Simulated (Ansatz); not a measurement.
Base system: RuP₂ (space group Pnnm, No. 58; a = 5.103 Å, b = 5.869 Å, c = 2.862 Å).

Now apply this change: a hydrostatic pressure of 3 GPa.

Levels (all Ansatz, an electronic-structure program, PAW): PBEsol (420 eV, no spin-orbit coupling); PBEsol+SOC (420 eV, spin-orbit coupling included).

The geometry is relaxed with PBEsol.

| Quantity | Result |
|---|---|
| PBEsol lowest conduction level above the VBM at special points | Z 1.18 eV; T 1.36 eV; R 1.59 eV; Γ 1.66 eV |
| PBEsol smallest direct gap | 1.08 eV |
| PBEsol width of the top valence band | 1.40 eV |
| PBEsol electron mass | 0.38 mₑ along a, 1.5 mₑ along b, 0.65 mₑ along c (off the special points) |

**Question.** Predict the lowest conduction level above the VBM at special points, smallest direct gap, width of the top valence band and electron mass from PBEsol+SOC.

**Answer.** The lowest conduction level above the VBM at special points becomes Z 1.16 eV; T 1.33 eV; R 1.58 eV; Γ 1.64 eV (PBEsol: Z 1.18 eV; T 1.36 eV; R 1.59 eV; Γ 1.66 eV); the smallest direct gap hardly moves (1.08 eV against 1.07 eV); the width of the top valence band falls by 0.03 eV, from 1.40 eV to 1.37 eV; the electron mass becomes 0.38 mₑ along a, 1.5 mₑ along b, 0.66 mₑ along c (off the special points) (PBEsol: 0.38 mₑ along a, 1.5 mₑ along b, 0.65 mₑ along c (off the special points)).

Single points use the geometry relaxed with PBEsol. Differences between runs with and without spin-orbit coupling are approximate. Load acts through the strain it causes; cell and atoms are relaxed under it. Effective masses come from finite differences of ±0.01 Å⁻¹. Stability against distortions was not tested.
